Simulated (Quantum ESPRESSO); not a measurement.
Troubleshooting Quantum ESPRESSO: a failed run on BaSrSn2O6 (Fm-3m, 10 atoms in the cell). The aim is a self-consistent single point with DFT, LDA (PZ), plane waves, GBRV 1.5 ultrasoft (LDA) pseudopotentials.

Cell that was meant: a = 5.9240 Å, b = 5.9240 Å, c = 5.9240 Å, α = 60.00°, β = 60.00°, γ = 60.00°.

Part of the input:

```fortran
&SYSTEM
 ibrav = 2,
 celldm(1) = 15.8318382337,
 nat = 11,
 ntyp = 4,
 ecutwfc = 40,
 ecutrho = 200,
```

Output, abridged:

```
     This program is part of the open-source Quantum ESPRESSO suite
     for quantum simulation of materials; please cite

 %%%%%%%%%%%%%%%%%%%%%%%%%%%%%%%%%%%%%%%%%%%%%%%%%%%%%%%%%%%%%%%%%%%%%%%%%%%%%%
     Error in routine read_cards (11):
     wrong number of columns in ATOMIC_POSITIONS
 %%%%%%%%%%%%%%%%%%%%%%%%%%%%%%%%%%%%%%%%%%%%%%%%%%%%%%%%%%%%%%%%%%%%%%%%%%%%%%

     stopping ...
```

Read the log: what does the program object to, and what is the fix?

The fault is an atom count that does not match the list of atoms; here the program stops on it instead of giving results. To fix it, make the count match the list. The program stopped before any SCF iteration.

The sound input it was made from differs as follows (other fixes are possible):
```diff
- nat = 11,
+ nat = 10,
```

With that input, the run converged in 13 iterations: free energy E − TS -8882.2942 eV; top of the valence band (on the code's own zero) 8.63 eV; gap on the k-point mesh 0.17 eV; pressure -12.59 GPa (DFT, LDA (PZ), plane waves, GBRV 1.5 ultrasoft (LDA) pseudopotentials).

On the sound input: the starting cell comes from a database of computed structures (which also holds hypothetical and non-ambient phases and stackings), without a prior relaxation at this level. Its lattice was rescaled by a random factor within 2.5 % of one. With a pressure of about -13 GPa the cell is away from its equilibrium volume at this level.
